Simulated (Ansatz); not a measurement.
System: GaAl3N4 (model structure, P3m1, No. 156, 8 atoms in the cell). Method: PBEsol (Ansatz, a program for electronic structure, PAW).

The input as run:

Ansatz 0.2 input:
```yaml
crystal:
  lattice:
    - [3.1301968974, 0.0, 0.0]
    - [-1.5650984487, 2.710830032, 0.0]
    - [0.0, 0.0, 10.0821353604]
  atoms:
    - { symbol: Ga, position: [0.3333333333, 0.6666666667, 0.0056626091] }
    - { symbol: N, position: [0.3333333333, 0.6666666667, 0.200506633] }
    - { symbol: Al, position: [0.6666666667, 0.3333333333, 0.2578666274] }
    - { symbol: N, position: [0.6666666667, 0.3333333333, 0.446428565] }
    - { symbol: Al, position: [0.3333333333, 0.6666666667, 0.5047559506] }
    - { symbol: N, position: [0.3333333333, 0.6666666667, 0.6932086721] }
    - { symbol: Al, position: [0.6666666667, 0.3333333333, 0.751279151] }
    - { symbol: N, position: [0.6666666667, 0.3333333333, 0.9398347917] }
basis:
  ecutwfc: 520
  ecutrho_ratio: 4
  xc_grid: 2
kpoints:
  mp_grid: { grid: [12, 12, 4] }
  band_path:
    path:
      - [0.0, 0.0, 0.0]
      - [0.045455, 0.0, 0.0]
      - [0.090909, 0.0, 0.0]
      - [0.136364, 0.0, 0.0]
      - [0.181818, 0.0, 0.0]
      - [0.227273, 0.0, 0.0]
      - [0.272727, 0.0, 0.0]
      - [0.318182, 0.0, 0.0]
      - [0.363636, 0.0, 0.0]
      - [0.409091, 0.0, 0.0]
      - [0.454545, 0.0, 0.0]
      - [0.5, 0.0, 0.0]
      - [0.472222, 0.055556, 0.0]
      - [0.444444, 0.111111, 0.0]
      - [0.416667, 0.166667, 0.0]
      - [0.388889, 0.222222, 0.0]
      - [0.361111, 0.277778, 0.0]
      - [0.333333, 0.333333, 0.0]
      - [0.307692, 0.307692, 0.0]
      - [0.282051, 0.282051, 0.0]
      - [0.25641, 0.25641, 0.0]
      - [0.230769, 0.230769, 0.0]
      - [0.205128, 0.205128, 0.0]
      - [0.179487, 0.179487, 0.0]
      - [0.153846, 0.153846, 0.0]
      - [0.128205, 0.128205, 0.0]
      - [0.102564, 0.102564, 0.0]
      - [0.076923, 0.076923, 0.0]
      - [0.051282, 0.051282, 0.0]
      - [0.025641, 0.025641, 0.0]
      - [0.0, 0.0, 0.25]
      - [0.0, 0.0, 0.5]
      - [0.045455, 0.0, 0.5]
      - [0.090909, 0.0, 0.5]
      - [0.136364, 0.0, 0.5]
      - [0.181818, 0.0, 0.5]
      - [0.227273, 0.0, 0.5]
      - [0.272727, 0.0, 0.5]
      - [0.318182, 0.0, 0.5]
      - [0.363636, 0.0, 0.5]
      - [0.409091, 0.0, 0.5]
      - [0.454545, 0.0, 0.5]
      - [0.5, 0.0, 0.5]
      - [0.472222, 0.055556, 0.5]
      - [0.444444, 0.111111, 0.5]
      - [0.416667, 0.166667, 0.5]
      - [0.388889, 0.222222, 0.5]
      - [0.361111, 0.277778, 0.5]
      - [0.333333, 0.333333, 0.5]
      - [0.307692, 0.307692, 0.5]
      - [0.282051, 0.282051, 0.5]
      - [0.25641, 0.25641, 0.5]
      - [0.230769, 0.230769, 0.5]
      - [0.205128, 0.205128, 0.5]
      - [0.179487, 0.179487, 0.5]
      - [0.153846, 0.153846, 0.5]
      - [0.128205, 0.128205, 0.5]
      - [0.102564, 0.102564, 0.5]
      - [0.076923, 0.076923, 0.5]
      - [0.051282, 0.051282, 0.5]
      - [0.025641, 0.025641, 0.5]
      - [0.5, 0.0, 0.25]
      - [0.333333, 0.333333, 0.25]
    npoints: 1
hamiltonian:
  xc: pbesol
  dispersion: none
  pseudopotentials: { kind: paw }
scf:
  occupations: { method: fermi_dirac, width: 0.01 }
  convergence: { dr2_threshold: 0.0000000008 }
output:
  forces: true
  stress: true
  eigenvalues: true
  write_bands: true
```

Excerpt of the program's output:

```
Crystal: 8 atoms, lattice volume = 85.551 Å³
Basis set: ecut = 520 eV, 2299 PW (Γ), exchange–correlation on 48×48×150 points (8 copies of the dense FFT grid, shifted against one another)
Bands: 29, of which v1, the nominal top of the filled ones, is band 21 counted from 1 (20 counted from 0)
Symmetry: 6 space group operations
Space group: P3m1 (ITA 156), of the structure as read, at distance tolerance 4.4e-5 Å
k-points: 69 of 576 (time reversal used)
Functional: x = pbesol(κ = 0.804, μ = 0.12345679012345678), c = pbesol(β = 0.046)
SCF iter   1: F=—  HF=-6840.735971 eV  |F-HF|=—  |Δ(HF+E_count)|=         —  Δρ=1.08e-2  dr2=1.11e-1
SCF iter   2: F=—  HF=-6840.708179 eV  |F-HF|=—  |Δ(HF+E_count)|=   2.78e-2  Δρ=3.52e-3  dr2=1.54e-2
  ...
SCF iter   8: F=—  HF=-6840.704011 eV  |F-HF|=—  |Δ(HF+E_count)|=   5.91e-9  Δρ=1.23e-6  dr2=1.48e-9
SCF iter   9: F=-6840.704011 eV  HF=-6840.704011 eV  |F-HF|=3.27e-11  |Δ(HF+E_count)|=  1.73e-10  Δρ=3.57e-7  dr2=1.19e-10
SCF 1 converged in 9 iterations: F = -6840.704011 eV  dr2 = 1.19e-10
SCF converged after 9 iterations
Free energy (F): -6840.704011 eV
Internal energy: -6840.704011 eV  (E = F + TS)
E sigma→0 (E₀):  -6840.704011 eV
Fermi energy:    9.506178 eV
--- Forces (eV/Å), atoms counted from 1 ---
  atom   1  Ga     0.00000000    -0.00000000    -0.00027351
  atom   2  N     -0.00000000     0.00000000    -0.00114668
  atom   3  Al     0.00000000     0.00000000     0.00085260
  atom   4  N      0.00000000    -0.00000000     0.00055989
  atom   5  Al     0.00000000    -0.00000000    -0.00090152
  atom   6  N      0.00000000     0.00000000     0.00088921
  atom   7  Al     0.00000000     0.00000000    -0.00122714
  atom   8  N      0.00000000     0.00000000     0.00124686
--- Stress (GPa, compression-positive) ---
       -0.005391       0.000000       0.000000
        0.000000      -0.005391       0.000000
        0.000000       0.000000       0.002322
  P = ⅓ Tr σ = -0.0028 GPa (-0.028 kbar)
```

The PAW data were made under PBE.

Note: the relaxation could raise the start's symmetry but not lower it, so the cell can be a saddle point.

A model structure was made by putting elements into a prototype or built by hand; it is no filed structure, need not be a known phase, and can be a saddle point held by its symmetry.
